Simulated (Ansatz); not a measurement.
One base run on BaZn2 (P1, 6 atoms in the cell) and variants with one or two settings moved

```xyz
6
Lattice="4.7520 -3.7872 0.0000 4.7520 3.7872 0.0000 -2.6272 0.0000 4.3414" Properties=species:S:1:pos:R:3 pbc="T T T"
Ba     4.0893    -1.3960     1.0727
Ba     2.8076     1.4005     3.2590
Zn     7.6853    -0.7355     0.3533
Zn    -0.8240     0.7059     3.9758
Zn     0.4783    -0.7037     1.8293
Zn     6.3939     0.7287     2.5339
```

Base run A: PBEsol, default PAW files made with PBE run with Ansatz (a program for electronic structure), self-consistent single point.

Its settings: basis.ecutwfc = 420 eV; kpoints.mp_grid.grid = 4 4 5; kpoints.mp_grid.shift = 0.5 0.5 0.5; hamiltonian.xc = pbesol; hamiltonian.pseudopotentials = {kind: paw} (the program's default PAW files); scf.occupations.method = fermi_dirac; scf.occupations.width = 0.1 eV.

The starting cell comes from a database of computed structures (which also holds hypothetical and non-ambient phases and stackings), without a prior relaxation at this level. Its atoms were displaced at random from the sites of space group no. 15. Ansatz's pressure includes its estimate of the finite-basis (Pulay) stress.

ΔF is the free energy per atom less that of run A. 

Run A gave: pressure (GPa) -2.08; largest force (eV/Å) 0.147; k-points 40; valence electrons 68.

Runs:
- B: kpoints.mp_grid.grid: 4 4 5 → 5 5 6
- C: 2 x 1 x 1 supercell, mesh divided to match; kpoints.mp_grid.grid: 4 4 5 → 2 4 5
- D: scf.occupations.method: fermi_dirac → methfessel_paxton; scf.occupations.width: 0.1 eV → 0.05 eV
- E: scf.occupations.width: 0.1 eV → 0.15 eV
- F: kpoints.mp_grid.grid: 4 4 5 → 6 6 7
- G: crystal.symmetry.detect: default → false
- H: scf.mixing.preconditioner: default (the program chose Kerker) → kerker
- I: scf.self_checks: default → high

Question: What does run B change against A?

Answer: The free energy goes up by 1.3 meV/atom, the pressure stays near -2.05 GPa while the zz stress (positive for compression) goes from -2.51 to -2.20 GPa and the largest force moves little (0.147 to 0.151 eV/Å).

Question: What does run D change against A?

Answer: The free energy rises by 8.2 meV/atom, the pressure moves little (-2.08 to -2.12 GPa) and the largest force goes from 0.147 to 0.159 eV/Å.

Question: What does run E change against A?

Answer: The free energy falls by 13.2 meV/atom, the pressure hardly changes (-2.08 to -2.02 GPa) and the largest force hardly changes (0.147 to 0.149 eV/Å).

```tsv
run	ΔF (meV/atom)	pressure (GPa)	largest force (eV/Å)	k-points	valence electrons
A	0.00	-2.08	0.147	40	68
B	1.26	-2.05	0.151	75	68
C	0.00	-2.08	0.147	20	136
D	8.2	-2.12	0.159	40	68
E	-13.2	-2.02	0.149	40	68
F	1.93	-2.05	0.153	126	68
G	0.00	-2.08	0.147	40	68
H	0.00	-2.08	0.147	40	68
I	0.00	-2.08	0.147	40	68
```

Keys are those of Ansatz 0.2.
